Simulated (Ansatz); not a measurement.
InP, response to strain

The parent structure is InP in the zinc blende structure (space group F-43m, No. 216).

```
CELL_PARAMETERS angstrom
      0.00000     2.95348     2.95348
      2.95348     0.00000     2.95348
      2.95348     2.95348     0.00000
ATOMIC_POSITIONS crystal
  In 0.00000 0.00000 0.00000
  P  0.25000 0.25000 0.25000
```

Cartesian axes are those of the cell as printed.

Strains are applied to the cell and any free atomic positions relax; under biaxial strain the out-of-plane vector relaxes too.

Method: r2SCAN (Ansatz, a quantum-chemistry and plane-wave program, PAW, spin-orbit coupling left out).

Notes on the quantities. in-plane stress: mean in-plane stress (compression positive); energy relative to the base: free energy F.

```tsv
case	in-plane stress	energy relative to the base	out-of-plane strain	band gap
base	–	0 meV/atom	–	1.03 eV
biaxial strain +0.42 %, plane normal [111], relaxed out of plane	…	+0.4 meV/atom	-0.24 %	…
biaxial strain +0.83 %, plane normal [111], relaxed out of plane	-1.2 GPa	+1.6 meV/atom	-0.47 %	0.90 eV
biaxial strain +1.25 %, plane normal [111], relaxed out of plane	-1.7 GPa	…	-0.71 %	0.84 eV
biaxial strain +1.67 %, plane normal [111], relaxed out of plane	-2.3 GPa	+6.3 meV/atom	-0.95 %	0.78 eV
biaxial strain +2.08 %, plane normal [111], relaxed out of plane	-2.8 GPa	…	-1.17 %	0.72 eV
biaxial strain +2.50 %, plane normal [111], relaxed out of plane	-3.3 GPa	+14 meV/atom	-1.39 %	0.66 eV
```

### Question
What belongs in the blanks?

### Answer

- biaxial strain +0.42 %, plane normal [111], relaxed out of plane, in-plane stress: -0.6 GPa
- biaxial strain +0.42 %, plane normal [111], relaxed out of plane, band gap: 0.96 eV
- biaxial strain +1.25 %, plane normal [111], relaxed out of plane, energy relative to the base: +3.6 meV/atom
- biaxial strain +2.08 %, plane normal [111], relaxed out of plane, energy relative to the base: +9.7 meV/atom

No phonon test of stability was made.
